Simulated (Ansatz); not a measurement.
Defect migration in 3C silicon carbide: B-vacancy pair (B on one host C site, one C site vacant), charge state +1. Computed with PBE, PAW (plane waves to 420 eV; Ansatz, an electronic-structure program).

Cell of 64 host sites held at the relaxed PBE lattice; a 2×2×2 k-point mesh shifted by half a step; Fermi-Dirac width 0.01 eV, spin-restricted; finite-size errors left in. Energies are static. The charge state is imposed; whether it is stable for some Fermi level was not computed. Forms of the defect that were not tried may lie lower.

Barriers: single points on a 3×3×3 k-point mesh shifted by half a step at the bands' geometries.

A. direct exchange of B with the vacancy (B-vacancy distance between ideal sites 3.10 Å throughout); the atom moves 3.04 Å along (0.00, 0.49, -0.49) of the unit cell; the moving atom starts with neighbours Si at 1.88, 2 Si at 1.92, Si at 1.96 Å and ends with Si at 1.88, 2 Si at 1.92, Si at 1.96 Å; saddle order inconclusive, on a symmetry element.
B. a nearby C atom hops onto the vacant site (B-vacancy distance between ideal sites 3.10 → 5.36 Å); the atom moves 3.07 Å along (-0.50, 0.00, 0.49) of the unit cell; the moving atom starts with neighbours Si at 1.86, 2 Si at 1.90, Si at 1.92 Å and ends with Si at 1.85, Si at 1.88, Si at 1.90, Si at 1.95 Å; saddle order first order.
C. a nearby C atom hops onto the vacant site (B-vacancy distance between ideal sites 3.10 → 6.19 Å); the atom moves 3.04 Å along (0.00, -0.49, 0.49) of the unit cell; the moving atom starts with neighbours Si at 1.87, 2 Si at 1.89, Si at 1.92 Å and ends with Si at 1.85, 2 Si at 1.89, Si at 1.95 Å; saddle order first order.
D. a nearby C atom hops onto the vacant site (B-vacancy distance between ideal sites 3.10 → 5.36 Å); the atom moves 3.05 Å along (0.50, 0.00, 0.49) of the unit cell; the moving atom starts with neighbours Si at 1.87, 2 Si at 1.90, Si at 1.92 Å and ends with Si at 1.84, Si at 1.90, Si at 1.91, Si at 1.93 Å; saddle order first order.

A band can be held on a symmetry element, so unchecked saddle points there may be too high.

**Question.** Put the candidates in order of forward barrier, lowest first, for PBE, PAW.

**Answer.** A (3.82 eV), C (4.90 eV), B (5.00 eV), D (5.16 eV)
